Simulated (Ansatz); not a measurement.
The starting structures come from a database of crystals and need not be the phases stable at ambient conditions.

Tunnelling through a barrier is set by its complex band structure: the current falls as exp(−2κd) with the smallest κ.

Here is the system:

```
CELL_PARAMETERS angstrom
      3.25067     0.00000     0.00000
      0.00000     3.25067     0.00000
      1.62533     1.62533     2.25350
ATOMIC_POSITIONS crystal
  Ga 0.00000 0.00000 0.00000
  N  0.25000 0.75000 0.50000
```

Space group of this cell: I-4m2. The cell is strained (lengths across the current scaled by 1.02, ions clamped); by r2SCAN its mean pressure is -8.2 GPa.

Transport runs along the normal of the first two printed cell vectors, the (001) (indices of the unstrained crystal) plane of the conventional cell.

The gap is the functional's own. No spin-orbit coupling. Mid-gap values are interpolated on the energy grid.

Q: Predict the band gap and the smallest decay constant κ at mid-gap from Ansatz (a program for electronic structure) with r2SCAN.

A: Gap 1.80 eV on a 14×14×14 mesh; κ = 0.133 1/Å, at the zone centre.
